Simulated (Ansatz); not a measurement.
The starting structures come from a database of crystals and need not be the phases stable at ambient conditions.

 Where the default PAW files enter, the runs use the earlier of Ansatz's two default sets.

Consider the following.

```
CELL_PARAMETERS angstrom
      6.05686     0.00000     0.00000
     -3.02843     5.24540     0.00000
      3.02843     1.74847     2.47270
ATOMIC_POSITIONS crystal
  Cs 0.00000 0.00000 0.00000
  Au 0.00000 0.50000 0.50000
```

Space group of this cell: Pm-3m, CsCl type. The cell is taken as given.

Transport runs along the normal of the first two printed cell vectors, the (111) plane of the conventional cell.

No gap correction and no spin-orbit coupling; mid-gap values are interpolated between computed energies.

### Question
Give the band gap and the smallest decay constant κ at mid-gap that r2SCAN in Ansatz (a first-principles code) yields.

### Answer
Gap 1.33 eV on a 12×12×12 mesh; κ = 0.137 1/Å, at the zone centre.
